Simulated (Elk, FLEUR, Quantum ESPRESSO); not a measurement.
# RbGdSe2 (R-3m, 4 atoms in the cell) computed with different codes at matched settings

Self-consistent single point.

```yaml
crystal:
  lattice:
    - [2.13597, 1.23320, 7.94199]
    - [-2.13597, 1.23320, 7.94199]
    - [0.00000, -2.46641, 7.94199]
  atoms:
    - { symbol: Rb, position: [0.00000, 0.00000, 0.00000] }
    - { symbol: Gd, position: [0.50000, 0.50000, 0.50000], spin: 7.0 }
    - { symbol: Se, position: [0.76753, 0.76753, 0.76753] }
    - { symbol: Se, position: [0.23247, 0.23247, 0.23247] }
```
(The spins are starting values, not results.)

All programs got the same cell, k-point mesh and kind of occupations, and the same starting moments (in Quantum ESPRESSO's words: occupations = smearing; smearing = fd; degauss = 0.000734986 Ry; nspin = 2; K_POINTS = automatic 4 4 4 0 0 0); potentials, basis and cutoffs are each program's usual ones.

```
code                                                                                                          model  largest force (eV/Å)  gap on the mesh (eV)  size of the net moment (μB/atom)           cutoff
----------------  -------------------------------------------------------------------------------------------------  --------------------  --------------------  --------------------------------  ---------------
Quantum ESPRESSO                                               PBEsol, SSSP 1.1.2 efficiency (PBE) pseudopotentials                 0.118                 1.364                              1.75            60 Ry
Elk               PBEsol, all-electron FP-LAPW, Elk's shipped species files, APW+lo basis with extra local orbitals                     –                 0.911                              1.75       rgkmax 7.5
FLEUR                                               PBEsol, all-electron FLAPW (FLEUR), scalar-relativistic valence                 0.079                 1.235                              1.75  Kmax 3.9 1/bohr
```

A dash marks a value that a program does not give, or that is left out as unsure.

Gaps are read on the mesh.

The spread over the programs that give each value: largest force within 0.039 eV/Å; gap on the mesh within 0.453 eV; size of the net moment within 0.00 μB/atom.

The starting cell comes from a database of computed structures (which also holds hypothetical and non-ambient phases and stackings), without a prior relaxation at this level. On Quantum ESPRESSO's run: Spin-orbit coupling is off. With one magnetic atom in the cell only a parallel order is possible. With U or open f shells several self-consistent states can exist. The f electrons are in the valence without U or exact exchange, which can misplace them near the Fermi level. Spin-orbit terms, which matter for f shells, are left out.

Question: Why do the programs differ, and what cannot be compared?

Answer: Differences of this kind can come from the potentials, where these differ, and from what each basis and cutoff leave unconverged. The valence holds different numbers of electrons (Quantum ESPRESSO 39, FLEUR 59). The zero of total energies and Fermi levels follows the potentials and each program's conventions, so they are not compared here. Elk and FLEUR treat all electrons, but the usual bases taken here (sphere radii, linearisation, local orbitals, empty states) were not tested for convergence, so the values are no reference for the others. Site moments depend on each program's spheres or projections; the total moment of the cell does not.

Left out of this page: Ansatz (with a known weakness of the program).
